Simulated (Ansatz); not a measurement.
The starting structures come from a database of crystals and need not be the phases stable at ambient conditions.

# Evanescent states of BaAlBO₃F₂ (P-62c, not sure to be the ambient phase, 16 atoms a cell, 12.1 Å³ an atom) along the normal of (100)

Level of theory: PBEsol (plane waves, PAW; Ansatz, a quantum-chemistry and plane-wave program).

The gap is the functional's own, uncorrected, and κ follows it; spin-orbit coupling is left out. Mid-gap values are interpolated between the computed energies.

Energies count from the valence-band top; κ is the least over a 6×4 mesh across the current.

```tsv
E (eV)	κ (1/Å)	where
0.14	0.214	Γ
0.43	0.331	Γ
0.72	0.383	Γ
1.01	0.404	Γ
1.30	0.421	Γ
1.59	[?]	Γ
1.89	[?]	Γ
2.17	[?]	Γ
2.46	[?]	Γ
2.75	[?]	Γ
3.04	[?]	Γ
3.33	[?]	Γ
3.62	[?]	Γ
3.92	[?]	Γ
4.21	[?]	Γ
4.50	[?]	Γ
4.79	[?]	Γ
5.08	0.336	Γ
5.37	0.299	Γ
5.66	0.252	Γ
5.95	0.187	Γ
6.24	0.052	Γ
```

Question: Fill in the missing entries.

Answer: 
- 1.59, κ (1/Å): 0.433
- 1.89, κ (1/Å): 0.442
- 2.17, κ (1/Å): 0.448
- 2.46, κ (1/Å): 0.451
- 2.75, κ (1/Å): 0.451
- 3.04, κ (1/Å): 0.448
- 3.33, κ (1/Å): 0.443
- 3.62, κ (1/Å): 0.434
- 3.92, κ (1/Å): 0.422
- 4.21, κ (1/Å): 0.407
- 4.50, κ (1/Å): 0.388
- 4.79, κ (1/Å): 0.365
